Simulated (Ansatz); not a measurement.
## A computed series for GaN: response to strain

Take GaN in the zinc blende structure (space group F-43m, No. 216; a = 4.498 Å) as the base. Axes: x, y, z lie along the cube axes.

Strains are applied to the cell and any free atomic positions relax.

Calculations: Ansatz (a first-principles code) PBEsol, no SOC.

Notes on the quantities. pressure: mean of the normal stresses, compression positive.

```json
[
 {"change": "base", "volume per atom": "11.38 Å³", "pressure": "0.0 kbar", "band gap": "1.70 eV"},
 {"change": "uniaxial strain ε_zz = −3.00 %", "volume per atom": "11.03 Å³", "pressure": "60.6 kbar", "band gap": "1.80 eV"},
 {"change": "uniaxial strain ε_zz = −2.50 %", "volume per atom": "11.09 Å³", "pressure": "49.9 kbar", "band gap": "1.78 eV"},
 {"change": "uniaxial strain ε_zz = −2.00 %", "volume per atom": "11.15 Å³", "pressure": "39.5 kbar", "band gap": "1.77 eV"},
 {"change": "uniaxial strain ε_zz = −1.50 %", "volume per atom": "11.21 Å³", "pressure": "29.3 kbar", "band gap": "1.75 eV"},
 {"change": "uniaxial strain ε_zz = −1.00 %", "volume per atom": "11.26 Å³", "pressure": "19.3 kbar", "band gap": "1.73 eV"},
 {"change": "uniaxial strain ε_zz = −0.50 %", "volume per atom": "11.32 Å³", "pressure": "9.6 kbar", "band gap": "1.72 eV"},
 {"change": "uniaxial strain ε_zz = +1.00 %", "volume per atom": "11.49 Å³", "pressure": "-18.4 kbar", "band gap": "1.62 eV"},
 {"change": "uniaxial strain ε_zz = +1.50 %", "volume per atom": "11.55 Å³", "pressure": "-27.3 kbar", "band gap": "1.58 eV"},
 {"change": "uniaxial strain ε_zz = +2.50 %", "volume per atom": "11.66 Å³", "pressure": "-44.4 kbar", "band gap": "1.50 eV"}
]
```

Whether these cells are dynamically stable was not tested. This is not the structure that GaN has at room temperature and ambient pressure.
